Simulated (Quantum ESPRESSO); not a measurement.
## Quick settings and what they miss: HfBe5 (P6/mmm, 6 atoms in the cell)

Self-consistent single point.

```yaml
crystal:
  lattice:
    - [4.57996, 0.00000, 0.00000]
    - [-2.28998, 3.96636, 0.00000]
    - [0.00000, 0.00000, 3.48578]
  atoms:
    - { symbol: Hf, position: [0.00000, 0.00000, 0.00000] }
    - { symbol: Be, position: [0.33333, 0.66667, 0.00000] }
    - { symbol: Be, position: [0.66667, 0.33333, 0.00000] }
    - { symbol: Be, position: [0.50000, 0.00000, 0.50000] }
    - { symbol: Be, position: [0.50000, 0.50000, 0.50000] }
    - { symbol: Be, position: [0.00000, 0.50000, 0.50000] }
```

Method: PBEsol, GBRV 1.5 ultrasoft (PBESOL) pseudopotentials (plane waves; Quantum ESPRESSO 7.5).

Base settings: ecutwfc = 40 Ry; ecutrho = 320 Ry; occupations = smearing; smearing = fd; degauss = 0.0073499 Ry; potentials = {Hf: hf_pbesol_v1.uspp.F.UPF, Be: be_pbesol_v1.4.uspp.F.UPF}; K_POINTS = automatic 8 8 10 0 0 0; conv_thr = 1e-11 Ry; mixing_beta = 0.3.

Tight run (finer mesh or higher cutoff; not a proven limit): ecutwfc: 40 Ry → 56 Ry; ecutrho: 320 Ry → 448 Ry; conv_thr: 1e-11 Ry → 7.3e-11 Ry; K_POINTS: automatic 8 8 10 0 0 0 → automatic 11 11 14 0 0 0. It gave Fermi level (on the code's own zero) 9.85 eV; pressure -6.28 GPa.

Quick runs, as changes from the base:
- A: the base itself
- B: ecutwfc: 40 Ry → 24 Ry; ecutrho: 320 Ry → 192 Ry; conv_thr: 1e-11 Ry → 7.3e-05 Ry; pseudopotentials: {Hf: hf_pbesol_v1.uspp.F.UPF, Be: be_pbesol_v1.4.uspp.F.UPF} → {Hf: hf_lda_v1.uspp.F.UPF, Be: be_lda_v1.4.uspp.F.UPF}; K_POINTS: automatic 8 8 10 0 0 0 → automatic 1 1 1 0 0 0 [LDA (PZ)]
- C: ecutwfc: 40 Ry → 28 Ry; ecutrho: 320 Ry → 224 Ry; smearing: fd → gauss; degauss: 0.0073499 Ry → 0.0147 Ry; conv_thr: 1e-11 Ry → 7.3e-06 Ry; pseudopotentials: {Hf: hf_pbesol_v1.uspp.F.UPF, Be: be_pbesol_v1.4.uspp.F.UPF} → {Hf: hf_lda_v1.uspp.F.UPF, Be: be_lda_v1.4.uspp.F.UPF}; K_POINTS: automatic 8 8 10 0 0 0 → automatic 8 8 8 0 0 0 [LDA (PZ)]
- D: ecutwfc: 40 Ry → 24 Ry; ecutrho: 320 Ry → 192 Ry; pseudopotentials: {Hf: hf_pbesol_v1.uspp.F.UPF, Be: be_pbesol_v1.4.uspp.F.UPF} → {Hf: hf_lda_v1.uspp.F.UPF, Be: be_lda_v1.4.uspp.F.UPF}; K_POINTS: automatic 8 8 10 0 0 0 → automatic 3 3 3 0 0 0 [LDA (PZ)]
- E: degauss: 0.0073499 Ry → 0.0147 Ry; K_POINTS: automatic 8 8 10 0 0 0 → automatic 4 4 4 1 1 1
- F: ecutwfc: 40 Ry → 28 Ry; ecutrho: 320 Ry → 224 Ry; pseudopotentials: {Hf: hf_pbesol_v1.uspp.F.UPF, Be: be_pbesol_v1.4.uspp.F.UPF} → {Hf: hf_lda_v1.uspp.F.UPF, Be: be_lda_v1.4.uspp.F.UPF}; K_POINTS: automatic 8 8 10 0 0 0 → automatic 4 4 4 1 1 1 [LDA (PZ)]

Energies are extrapolated to zero smearing width, which holds to low order in the width alone (under cold and Methfessel-Paxton smearing the free energy itself is taken).

Dashes: energy of B, C, D, F, another energy zero; pressure of B, C, not trusted under this conv_thr with d or f elements.

† marks runs with another functional, U, potentials or spin treatment: their distance from the tight run is not a convergence error alone.

The count of work is k-points × plane waves × bands × iterations; it is no time. 

The starting cell comes from a database of computed structures (which also holds hypothetical and non-ambient phases and stackings), without a prior relaxation at this level. Its lattice was rescaled by a random factor within 2.5 % of one. In the base run, with a pressure of about -7 GPa the cell is away from its equilibrium volume at this level.

```
run  energy less tight (meV/atom)  pressure less tight (GPa)  count of work / tight
---  ----------------------------  -------------------------  ---------------------
A                             4.7                      -0.66                   0.26
B†                              –                          –                 0.0013
C†                              –                          –                  0.079
D†                              –                     -49.05                  0.012
E                             3.8                      -0.44                  0.056
F†                              –                     -19.44                  0.029
```

Among the runs at the tight run's level, the energy misses run from 3.8 to 4.7 meV/atom.
